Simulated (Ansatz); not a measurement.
## Effect of biaxial strain −2.51 %, plane normal [001], relaxed out of plane on Pt

Take Pt in the fcc (Cu type) structure (space group Fm-3m, No. 225; a = 3.942 Å; relaxed with 0.1 eV smearing) as the base. Axes: x, y, z lie along the cube axes.

It is then changed as follows: biaxial strain −2.51 %, plane normal [001], relaxed out of plane (Cartesian); in-plane vectors clamped, the third vector and the atoms free.

Level of theory: r2SCAN, PAW, 500 eV (Ansatz, an electronic-structure program; no SOC), earlier PAW set. Γ-centred 29×29×29 mesh, Fermi–Dirac width 0.1 eV.

```csv
quantity,base,changed,shift
volume per atom,15.31 Å³,15.07 Å³,-0.24 Å³
shortest interatomic distance,278.7 pm,271.7 pm,-7.0 pm
energy relative to the base (free energy F),0 meV/atom,+16 meV/atom,+16 meV/atom
band gap,zero,zero,–
out-of-plane strain,–,+3.58 %,–
ratio −ε⊥/ε∥,–,1.43,–
mean in-plane stress (compression positive),–,+7.4 GPa,–
```

Cost of the whole job for the changed cell (relaxation, final SCF and bands): roughly 3 core-minutes.

No phonon test of stability was made. The final runs are not spin-polarised.
